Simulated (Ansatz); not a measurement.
Surface: monolayer graphene, 5x5 cell, one far atom fixed; cell 12.3 x 12.3 Å at 60°; in-plane lattice constant set by hand. The numbers are results of PBE-D3(BJ) (plane waves to 420 eV, PAW; Ansatz, a program for electronic structure), not measurements. Sampling: 3x3x1 k points. The slab states were run without spin polarisation. Cell and mesh are as stated and are not converged limits. Electronic energies at 0 K: ends relaxed, saddle points by climbing-image NEB or a search from the band's top, no zero-point energy. A partial Hessian shows a single imaginary mode at the top, within the atoms moved. The ends were relaxed from one prepared geometry each.

Elementary step: B2H6 dissociates at its B-H bond, H on C and B on C (ending with C(24)-B(a0), C(25)-H(a4)). Bonds to break: B(a0)-H(a4). Bonds to form or keep: C(24)-B(a0), C(25)-H(a4).

Relaxed start, atoms near the reaction:

```
atom    x (Å)  y (Å)  z (Å)
-----  ------  -----  -----
C(5)    3.710  4.961  0.983
C(7)    4.943  7.097  0.990
C(13)   4.943  2.825  0.970
C(14)   4.943  4.250  0.968
C(15)   6.176  4.961  0.967
C(16)   6.176  6.385  0.983
C(17)   7.409  7.096  0.992
C(18)   7.410  8.520  0.999
C(21)   6.177  0.689  0.985
C(22)   6.177  2.113  0.969
C(23)   7.410  2.825  0.968
C(24)   7.410  4.249  0.969
C(25)   8.643  4.961  0.985
C(26)   8.642  6.385  0.993
C(27)   9.875  7.097  1.000
C(28)   9.875  8.520  1.002
C(31)   8.643  0.690  0.990
C(32)   8.643  2.113  0.983
C(33)   9.875  2.825  0.992
C(34)   9.875  4.249  0.993
C(35)  11.108  4.961  1.000
C(36)  11.108  6.385  1.002
C(42)  11.108  2.113  0.998
C(44)  12.341  4.249  1.001
B(a0)   6.985  3.904  4.371
B(a1)   5.381  3.195  4.384
H(a2)   6.177  3.550  3.397
H(a3)   6.189  3.549  5.367
H(a4)   7.096  5.096  4.368
H(a5)   7.941  3.184  4.362
H(a6)   4.425  3.915  4.386
H(a7)   5.271  2.003  4.380
```

Q: What does the calculation give for this step?

A: Barrier 2.82 eV forward and 0.70 eV back, reaction energy +2.12 eV.

Q: How long are the bonds that change, at the top of the path?

A: 
```tsv
pair	start (Å)	top (Å)	end (Å)
C(24)-B(a0)	3.45	1.66	1.63
C(25)-H(a4)	3.72	1.34	1.11
B(a0)-H(a4)	1.20	1.37	2.27
```
